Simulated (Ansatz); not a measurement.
The starting structures come from a database of crystals and need not be the phases stable at ambient conditions.

By PBEsol, the system below comes out a metal.

Crystal: Be2Re (P6_3/mmc, not sure to be the ambient phase, 12 atoms a cell, 9.8 Å³ an atom, -3 GPa at this level); planes in its conventional cell.

These are PBEsol (plane waves, PAW; Ansatz, an electronic-structure program) values and carry that method's errors.

Ballistic conductance counts the channels of both spins, as a mean over 0.1 eV about the Fermi level; spin-orbit coupling is left out.

```csv
plane,area (Å²),G/A (10¹⁵ S/m²)
(001),16.5,0.87
(100),31.1,…
```

Problem. Complete the blanks.

Solution. 
- (100), G/A (10¹⁵ S/m²): 0.70
